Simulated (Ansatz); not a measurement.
Cu₂O (Pn-3m) under hydrostatic pressure: band gap by PBEsol with spin-orbit coupling, rigid bands (plane waves, PAW; Ansatz, a first-principles code). The unloaded cell, whose axes the loads refer to:

```
Cu2O
1.0
    4.22266     0.00000     0.00000
    0.00000     4.22266     0.00000
    0.00000     0.00000     4.22266
Cu O
4 2
Direct
  0.25000   0.25000   0.75000
  0.25000   0.75000   0.25000
  0.75000   0.75000   0.75000
  0.75000   0.25000   0.25000
  0.50000   0.50000   0.50000
  0.00000   0.00000   0.00000
```

| hydrostatic pressure (GPa) | volume per atom (Å³) | band gap (eV) |
|---|---|---|
| 0 | 12.55 | 0.47 |
| 2 | 12.37 | 0.51 |
| 5 | 12.12 | 0.56 |
| 10 | 11.75 | ? |

Q: Fit a straight line to band gap against the load over the rows given, and predict the row at 10 GPa.

A: The means are x̄ = 2.333 GPa and ȳ = 0.5133; Σ(x − x̄)(y − ȳ) = 0.2267 and Σ(x − x̄)² = 12.67, so the slope is 17.9 meV per GPa, and the rows given lie within 2.6 meV of the line. At 10 GPa the line gives 0.65 eV; the calculation gives 0.64 eV, 1.6 % from it.

Q: With all rows, what volume deformation potential dE_g/d ln V follows?

A: A line through E_g against ln V has the slope -2.6 eV, so the gap opens under compression.

 Stresses and pressures are the targets of the relaxation. Gaps are resolved to about 0.01 eV. The structure type is held at every load. Geometry: cell and atoms relaxed with PBEsol.
